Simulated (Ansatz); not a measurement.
Defect: W-vacancy pair (W on one host Nb site, one Nb site vacant) in bcc Nb, neutral cell. Level of theory: PBE, PAW (plane waves to 420 eV; Ansatz, a program for electronic structure).

36-site cell at the relaxed PBE lattice, a 2×2×3 k-point mesh shifted by half a step, smearing 0.10 eV, spin-restricted, no finite-size correction. No zero-point or tunnelling terms. Spin-orbit coupling is left out. Forms of the defect that were not tried may lie lower. The start lies 0.34 eV above the lowest site run (PBE).

Barriers: single points on a 3×3×4 k-point mesh shifted by half a step at the bands' geometries (they differ from the bands' own by up to 0.15 eV, and are uncertain by about as much).

The step: a nearby Nb atom hops onto the vacant site (W-vacancy distance between ideal sites 2.87 → 3.31 Å). Atoms about the jump, Cartesian Å from the middle of the jump, before and after:

```json
[
 {"atom": "Nb1", "x0": "-0.75", "y0": "-0.76", "z0": "0.79", "x1": "0.75", "y1": "0.76", "z1": "-0.79"},
 {"atom": "Nb2", "x0": "0.79", "y0": "-2.45", "z0": "-0.84", "x1": "0.75", "y1": "-2.41", "z1": "-0.79"},
 {"atom": "Nb3", "x0": "-2.45", "y0": "0.79", "z0": "-0.84", "x1": "-2.41", "y1": "0.76", "z1": "-0.79"},
 {"atom": "W4", "x0": "-0.84", "y0": "-0.84", "z0": "-2.50", "x1": "-0.83", "y1": "-0.83", "z1": "-2.45"},
 {"atom": "Nb5", "x0": "0.82", "y0": "0.82", "z0": "2.58", "x1": "0.75", "y1": "0.76", "z1": "2.50"},
 {"atom": "Nb6", "x0": "-0.74", "y0": "2.44", "z0": "0.86", "x1": "-0.83", "y1": "2.51", "z1": "0.86"},
 {"atom": "Nb7", "x0": "2.44", "y0": "-0.74", "z0": "0.86", "x1": "2.51", "y1": "-0.83", "z1": "0.86"},
 {"atom": "Nb8", "x0": "-2.47", "y0": "-2.47", "z0": "-0.85", "x1": "-2.41", "y1": "-2.41", "z1": "-0.79"},
 {"atom": "Nb9", "x0": "-2.42", "y0": "0.79", "z0": "2.51", "x1": "-2.41", "y1": "0.76", "z1": "2.50"},
 {"atom": "Nb10", "x0": "0.79", "y0": "-2.42", "z0": "2.51", "x1": "0.75", "y1": "-2.41", "z1": "2.50"},
 {"atom": "Nb11", "x0": "2.46", "y0": "2.47", "z0": "0.87", "x1": "2.46", "y1": "2.47", "z1": "0.86"},
 {"atom": "Nb12", "x0": "2.41", "y0": "-0.74", "z0": "-2.40", "x1": "2.45", "y1": "-0.83", "z1": "-2.45"},
 {"atom": "Nb13", "x0": "-0.74", "y0": "2.41", "z0": "-2.41", "x1": "-0.83", "y1": "2.45", "z1": "-2.45"},
 {"atom": "Nb14", "x0": "-2.49", "y0": "-2.48", "z0": "2.48", "x1": "-2.41", "y1": "-2.41", "z1": "2.50"}
]
```

### Question
Predict the transition state.

### Answer

| atom | x | y | z |
|---|---|---|---|
| Nb1 | -0.08 | -0.08 | 0.06 |
| Nb2 | 0.85 | -2.52 | -0.87 |
| Nb3 | -2.52 | 0.85 | -0.87 |
| W4 | -0.84 | -0.84 | -2.54 |
| Nb5 | 0.79 | 0.79 | 2.63 |
| Nb6 | -0.85 | 2.53 | 0.92 |
| Nb7 | 2.53 | -0.85 | 0.92 |
| Nb8 | -2.38 | -2.38 | -0.93 |
| Nb9 | -2.45 | 0.84 | 2.47 |
| Nb10 | 0.84 | -2.45 | 2.47 |
| Nb11 | 2.38 | 2.38 | 0.95 |
| Nb12 | 2.46 | -0.84 | -2.39 |
| Nb13 | -0.84 | 2.46 | -2.39 |
| Nb14 | -2.36 | -2.36 | 2.35 |
It lies 0.40 eV above the start and 0.74 eV above the end. The saddle point's order was not checked, and it lies on a symmetry element of the cell, where a band can be held.
